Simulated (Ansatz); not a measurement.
Sb_N in metastable zinc-blende GaN: one set of geometries, relaxed with PBE, evaluated in Ansatz (PAW, plane waves to 420 eV, 500 eV under r2SCAN) with PBE, r2SCAN.

Cell and caveats: 64-site cell; 2×2×2 shifted k-points; start: the N site; charged states image-corrected; no spin–orbit coupling; not converged in cell size.

| quantity | PBE | r2SCAN |
|---|---|---|
| host gap (eV) | 1.54 | 1.94 |
| ε(+1/0) above the VBM (eV) | 0.52 | 0.57 |
| largest moment on one atom at charge +1 (μB) | 0.12 | 0.13 |
| neutral formation energy against N2 molecule in a box, rhombohedral Sb (eV) | 5.90 | 5.69 |

PBE narrows the gap by 0.40 eV against r2SCAN, the highest level run, and puts the levels 0.050 eV lower above the valence-band maximum on average.

Ansatz is a program for electronic structure.
